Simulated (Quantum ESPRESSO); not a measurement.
Input and output of a self-consistent single point for Al3Ga (Pm-3m, 4 atoms in the cell) (Quantum ESPRESSO).

Method of the run: PBEsol, PseudoDojo standard norm-conserving (PBESOL) pseudopotentials (plane waves; Quantum ESPRESSO 7.5).

```xyz
4
Lattice="4.0028 0.0000 0.0000 0.0000 4.0028 0.0000 0.0000 0.0000 4.0028" Properties=species:S:1:pos:R:3 pbc="T T T"
Al     2.0014     2.0014     0.0000
Al     0.0000     2.0014     2.0014
Al     2.0014     0.0000     2.0014
Ga     0.0000     0.0000     0.0000
```

Reference input (self-consistent single point, DFT, PBEsol, plane waves, PseudoDojo standard norm-conserving (PBESOL) pseudopotentials): ecutwfc = 80 Ry; occupations = smearing; smearing = cold; degauss = 0.0073499 Ry; potentials = {Al: Al.upf, Ga: Ga.upf}; K_POINTS = automatic 11 11 11 1 1 1; conv_thr = 1e-10 Ry; mixing_beta = 0.4. This run's input differs from it in these lines:

```diff
@@ -31,3 +31,3 @@
 K_POINTS {automatic}
-11 11 11  1 1 1
+9 9 9  1 1 1
```

Output (repeated stretches shortened):

```
     Self-consistent Calculation

     iteration #  1     ecut=    80.00 Ry     beta= 0.40

     Threshold (ethr) on eigenvalues was too large:
     Diagonalizing with lowered threshold

     total energy              =    -166.61644843 Ry
     estimated scf accuracy    <       0.03214471 Ry

     iteration #  2     ecut=    80.00 Ry     beta= 0.40

     total energy              =    -166.61579050 Ry
     estimated scf accuracy    <       0.00727120 Ry

     iteration #  3     ecut=    80.00 Ry     beta= 0.40

     total energy              =    -166.61605621 Ry
     estimated scf accuracy    <       0.00079489 Ry

   [... 4 blocks of this kind left out ...]

     iteration #  8     ecut=    80.00 Ry     beta= 0.40

     total energy              =    -166.61612853 Ry
     estimated scf accuracy    <       0.00000001 Ry

     iteration #  9     ecut=    80.00 Ry     beta= 0.40
     End of self-consistent calculation

     the Fermi energy is     9.4865 ev

!    total energy              =    -166.61612853 Ry
     estimated scf accuracy    <          2.3E-11 Ry
     smearing contrib. (-TS)   =      -0.00016143 Ry
     internal energy E=F+TS    =    -166.61596710 Ry

     convergence has been achieved in   9 iterations

     Forces acting on atoms (cartesian axes, Ry/au):

     atom    1 type  1   force =     0.00000000    0.00000000    0.00000000
   [... zero for the other atoms too ...]

     Total force =     0.000000     Total SCF correction =     0.000000

          total   stress  (Ry/bohr**3)                   (kbar)     P=       17.26
   0.00011730   0.00000000   0.00000000           17.26        0.00        0.00
   0.00000000   0.00011730   0.00000000            0.00       17.26        0.00
   0.00000000   0.00000000   0.00011730            0.00        0.00       17.26

   JOB DONE.
```

The run converged in 9 iterations. Against the reference run the free energy rises by 5.7 meV/atom and the pressure goes from 1.59 to 1.73 GPa.

The starting cell comes from a database of computed structures (which also holds hypothetical and non-ambient phases and stackings), without a prior relaxation at this level.

Cost on one core of a shared machine: roughly 30 s.
